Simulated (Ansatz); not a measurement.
**What biaxial strain +1.29 %, plane normal [001], relaxed out of plane does to SiO2**

The parent structure is SiO$_{2}$ (space group P3_121, No. 152; a = 5.0221 Å, c = 5.5103 Å). Axes: x lies along a and z along c of the hexagonal cell.

Now apply this change: tensile biaxial strain of 1.29 % in the plane normal to [001], as in epitaxy on a mismatched substrate; the out-of-plane cell vector and the atoms relax.

Computed with PBE (Ansatz, an electronic-structure program; PAW; 420 eV plane waves; no spin-orbit coupling). Settings: 8×8×6 k-points, 0.05 eV Fermi–Dirac smearing.

```json
[
 {"quantity": "volume per atom", "base": "13.37 Å³", "changed": "13.69 Å³", "shift": "+0.32 Å³"},
 {"quantity": "shortest interatomic distance", "base": "1.626 Å", "changed": "1.626 Å", "shift": "+0.0007 Å"},
 {"quantity": "pressure (mean of the normal stresses, compression positive)", "base": "0.00 GPa", "changed": "-0.63 GPa", "shift": "-0.637 GPa"},
 {"quantity": "band gap", "base": "5.68 eV", "changed": "5.61 eV", "shift": "-0.07 eV"},
 {"quantity": "gap character", "base": "indirect, K → Γ", "changed": "indirect, M → Γ", "shift": "–"},
 {"quantity": "smallest direct gap", "base": "6.01 eV", "changed": "5.95 eV", "shift": "-0.06 eV"},
 {"quantity": "width of the top valence band", "base": "0.57 eV", "changed": "0.59 eV", "shift": "+0.028 eV"},
 {"quantity": "electron mass", "base": "0.51 mₑ (at Γ)", "changed": "0.51 mₑ (at Γ)", "shift": "–"},
 {"quantity": "out-of-plane strain", "base": "–", "changed": "-0.23 %", "shift": "–"},
 {"quantity": "ratio −ε⊥/ε∥", "base": "–", "changed": "0.18", "shift": "–"},
 {"quantity": "mean in-plane stress (compression positive)", "base": "–", "changed": "-1.0 GPa", "shift": "–"}
]
```

Final structure (turned so that z lies along the plane normal):

```yaml
crystal:
  lattice:
    - [5.08689, 0.00000, 0.00000]
    - [2.54344, 4.40537, 0.00000]
    - [0.00000, 0.00000, 5.49760]
  atoms:
    - { symbol: Si, position: [0.48207, 0.51793, 0.33333] }
    - { symbol: Si, position: [0.00000, 0.48207, 0.66667] }
    - { symbol: Si, position: [0.51793, 0.00000, 0.00000] }
    - { symbol: O, position: [0.41627, 0.82880, 0.19710] }
    - { symbol: O, position: [0.75492, 0.41627, 0.53043] }
    - { symbol: O, position: [0.82880, 0.75492, 0.86376] }
    - { symbol: O, position: [0.17120, 0.58373, 0.46957] }
    - { symbol: O, position: [0.24508, 0.17120, 0.80290] }
    - { symbol: O, position: [0.58373, 0.24508, 0.13624] }
```

Masses are band curvatures over ±0.01 Å⁻¹ around the edge. No phonon test of stability was made.
